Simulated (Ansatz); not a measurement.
## SiC, response to strain

The parent structure is SiC (space group P6_3mc, No. 186; a = 3.078 Å, c = 10.076 Å). Axes: x lies along a and z along c of the hexagonal cell.

Strains are applied to the cell and any free atomic positions relax; under biaxial strain the out-of-plane vector relaxes too; under stress the whole cell relaxes.

Computed with r2SCAN (Ansatz, a quantum-chemistry and plane-wave program, PAW, no spin-orbit coupling).

| case | gap character | smallest direct gap | band gap | shortest interatomic distance |
|---|---|---|---|---|
| base | indirect, Γ → M | 3.78 eV | 2.60 eV | 188.3 pm |
| biaxial strain −1.66 %, plane normal [001], relaxed out of plane | indirect, Γ → M | 3.72 eV | 2.47 eV | 186.0 pm |
| biaxial strain −1.54 %, plane normal [001], relaxed out of plane | indirect, Γ → M | 3.72 eV | 2.48 eV | 186.1 pm |
| biaxial strain −0.90 %, plane normal [001], relaxed out of plane | indirect, Γ → M | 3.75 eV | 2.53 eV | 187.0 pm |
| uniaxial strain ε_zz = −1.73 % | indirect, Γ → M | 3.84 eV | 2.59 eV | 186.5 pm |
| uniaxial stress, 0.5 GPa tension along x | indirect, Γ → Y | 3.77 eV | 2.59 eV | 188.3 pm |
| uniaxial stress, 5 GPa compression along z | indirect, Γ → M | 3.81 eV | 2.62 eV | 187.7 pm |
| tensor shear ε_xz = +1.93 % | indirect, Γ → V₂ | 3.70 eV | 2.41 eV | 187.3 pm |

Beyond what the load breaks, stability against distortions was not tested. k-point labels follow each cell's own Brillouin zone.
